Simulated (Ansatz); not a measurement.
The starting structures come from a database of crystals and need not be the phases stable at ambient conditions.

Consider the following.

```yaml
crystal:
  lattice:
    - [6.88227, 0.01958, -0.03855]
    - [1.79483, 6.64414, -0.03855]
    - [3.29260, -2.73716, 5.38834]
  atoms:
    - { symbol: Tl, position: [0.00000, 0.50000, 0.50000] }
    - { symbol: Tl, position: [0.50000, 0.50000, 0.00000] }
    - { symbol: Cd, position: [0.50000, 0.00000, 0.50000] }
    - { symbol: Ge, position: [0.00000, 0.00000, 0.00000] }
    - { symbol: Te, position: [0.40454, 0.00000, 0.95195] }
    - { symbol: Te, position: [0.95195, 0.64351, 0.04805] }
    - { symbol: Te, position: [0.04805, 0.00000, 0.59546] }
    - { symbol: Te, position: [0.59546, 0.35649, 0.40454] }
```

Space group of this cell: I-42m. The cell was relaxed by PBE-D3(BJ); by r2SCAN its mean pressure is 1.2 GPa.

Transport runs along the normal of the first two printed cell vectors, the (101) plane of the conventional cell.

No gap correction and no spin-orbit coupling; mid-gap values are interpolated between computed energies.

Problem. Compute, with r2SCAN in Ansatz (a quantum-chemistry and plane-wave program), the band gap and the smallest decay constant κ at mid-gap.

Solution. Gap 0.27 eV on a 6×6×6 mesh; κ = 0.063 1/Å, at (-0.167, 0.333) of the in-plane reciprocal vectors. At the zone centre, at the nearest computed energy, the slowest state has κ = 0.19 1/Å.
